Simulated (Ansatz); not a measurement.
Spacing of the highest filled and lowest empty level at the zone centre in eight small model glasses of hand-chosen composition and density, fast-quenched (anions pushed apart in CHGNet runs), each at its PBE geometry, by PBE and by HSE06 (Ansatz, a quantum-chemistry and plane-wave program, plane waves, PAW). The cells are the first eight to finish that balance their formal charges, show no moments and no lower geometry on charging where those were tested, and have a gap at both levels; defect levels can set the spacings, and exact exchange is cut at the cells' faces.

```csv
cell,quench by,pressure (GPa),levels at the gap,PBE (eV),"experiment, tabulated (eV)"
Ti20O43Lu2,CHGNet,0.0,localised at the empty edge,2.71,-
Hf18O37Ca,CHGNet,-0.5,localised at the filled edge,3.93,-
Hf18O41Nb2,CHGNet,0.0,localised at both edges,2.86,-
Al28O43Ba,CHGNet,2.1,localised at the filled edge,3.39,-
Al28O45B2,CHGNet,0.0,localised at the filled edge,3.18,-
Si24O51B2,CHGNet,0.3,localised at the filled edge,4.99,-
In9Ga9Zn9O38Ti,CHGNet,0.1,localised at the filled edge,0.81,-
Si24O50Ge,CHGNet,0.6,localised at the filled edge,4.43,-
```

Task: What does HSE06 give, and how does it move these values against PBE?

Result: Ti20O43Lu2 4.27, Hf18O37Ca 5.51, Hf18O41Nb2 4.29, Al28O43Ba 5.06, Al28O45B2 4.88, Si24O51B2 6.82, In9Ga9Zn9O38Ti 2.34, Si24O50Ge 6.40 eV. It raises them by +1.43 to +1.97 eV, +1.66 eV on average. A straight line through the eight gives HSE06 = 1.09 × PBE +1.35 eV, with a scatter of 0.12 eV.
